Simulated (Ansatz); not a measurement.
System: CaMoO4 (I4₁/a, No. 88). Method: r²SCAN+SOC in Ansatz (plane waves, PAW).

Numerical settings: plane-wave cutoff 560 eV, 10×10×10 k mesh, Fermi–Dirac smearing 0.01 eV, PAW data made under PBE.

Cell (measured lattice):

```
CELL_PARAMETERS angstrom
     -2.61180     2.61180     5.71425
      2.61180    -2.61180     5.71425
      2.61180     2.61180    -5.71425
ATOMIC_POSITIONS crystal
  Mo 0.50000 0.50000 0.00000
  Mo 0.25000 0.75000 0.50000
  Ca 0.00000 0.00000 0.00000
  Ca 0.75000 0.25000 0.50000
  O  0.31370 0.42220 0.40470
  O  0.65900 0.56370 0.39150
  O  0.01750 0.90900 0.59530
  O  0.17220 0.26750 0.60850
  O  0.43630 0.82780 0.09530
  O  0.09100 0.68630 0.10850
  O  0.73250 0.34100 0.90470
  O  0.57780 0.98250 0.89150
```

Task: Give the computed band gap.

Result: 
- band gap = 3.84 eV (direct)

Note: cell and atoms aren't relaxed at this level (largest force component 0.07 eV/Å, pressure 0.4 GPa).

Ansatz is a first-principles code.
